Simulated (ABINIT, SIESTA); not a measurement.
An ABINIT input for a self-consistent single point of CoH (Fm-3m, 2 atoms in the cell) (DFT, LDA (PW92), plane waves, norm-conserving pseudopotentials (PseudoDojo nc-sr-04 LDA standard)):

```
# CoH, PseudoDojo nc-sr-04 LDA standard
pp_dirpath "./"
pseudos "Co.upf, H.upf"
acell 3*1.0
rprim
         0.0000000000    3.4826896586    3.4826896586
         3.4826896586   -0.0000000000    3.4826896586
         3.4826896586    3.4826896586   -0.0000000000
natom 2
ntypat 2
znucl 27 1
typat 1 2
xred
         0.0000000000    0.0000000000    0.0000000000
         0.5000000000    0.5000000000    0.5000000000
ecut 48
ixc 7
nsppol 2
spinat
      0 0 3
      0 0 0
occopt 7
tsmear 0.2 eV
nband 16
kptopt 1
ngkpt 15 15 15
nshiftk 1
shiftk 0 0 0
nstep 60
toldfe 1.0e-09
prtwf 0
prtden 0
enunit 1
```

**Question.** Write the same calculation as an input for SIESTA.

**Answer.** This is the input that was run; spellings and numerical settings could be chosen otherwise.

```
# files in the folder: Co.psml H.psml (PseudoDojo LDA standard)
SystemName  CoH
SystemLabel coh

NumberOfAtoms                2
NumberOfSpecies              2
%block ChemicalSpeciesLabel
  1 27 Co
  2 1 H
%endblock ChemicalSpeciesLabel
LatticeConstant              1.0 Ang
%block LatticeVectors
     0.000000000    1.842960000    1.842960000
     1.842960000    0.000000000    1.842960000
     1.842960000    1.842960000    0.000000000
%endblock LatticeVectors
AtomicCoordinatesFormat      Ang
%block AtomicCoordinatesAndAtomicSpecies
     0.000000000    0.000000000    0.000000000  1
     1.842960000    1.842960000    1.842960000  2
%endblock AtomicCoordinatesAndAtomicSpecies

XC.functional                LDA
XC.authors                   PW92
PAO.BasisSize                DZP
PAO.EnergyShift              0.005 Ry
MeshCutoff                   300 Ry
%block kgrid.MonkhorstPack
   15   0   0  0.0
    0  15   0  0.0
    0   0  15  0.0
%endblock kgrid.MonkhorstPack
OccupationFunction           MP
OccupationMPOrder            0
ElectronicTemperature        200.0 meV
Spin                         polarized
%block DM.InitSpin
  1 +3.00
  2 +0.00
%endblock DM.InitSpin

MaxSCFIterations             150
SCF.Mixer.Method             Pulay
SCF.Mixer.Weight             0.1
SCF.Mixer.History            8
SCF.DM.Tolerance             1.0E-04
Diag.ParallelOverK           true
WriteForces                  true
Charge.Mulliken              end
```

Basis, cutoffs, solver keys and any potentials are the target program's own. This input uses DFT, LDA PW92, numerical atomic orbitals DZP, PseudoDojo LDA standard norm-conserving potentials (rewritten from UPF to PSML). LDA parametrisations can differ slightly between programs. Both were run: pressure -14.04 GPa in ABINIT and -18.35 in SIESTA; size of the net moment 0.54 μB/atom in ABINIT and 0.54 in SIESTA.

On ABINIT: the starting cell comes from a database of computed structures (which also holds hypothetical and non-ambient phases and stackings), without a prior relaxation at this level. With one magnetic atom in the cell only a parallel order is possible. With a pressure of about -14 GPa the cell is away from its equilibrium volume at this level.

On SIESTA: the starting cell comes from a database of computed structures (which also holds hypothetical and non-ambient phases and stackings), without a prior relaxation at this level. With one magnetic atom in the cell only a parallel order is possible. Values carry the incompleteness of an atom-centred basis. With a pressure of about -18 GPa the cell is away from its equilibrium volume at this level.
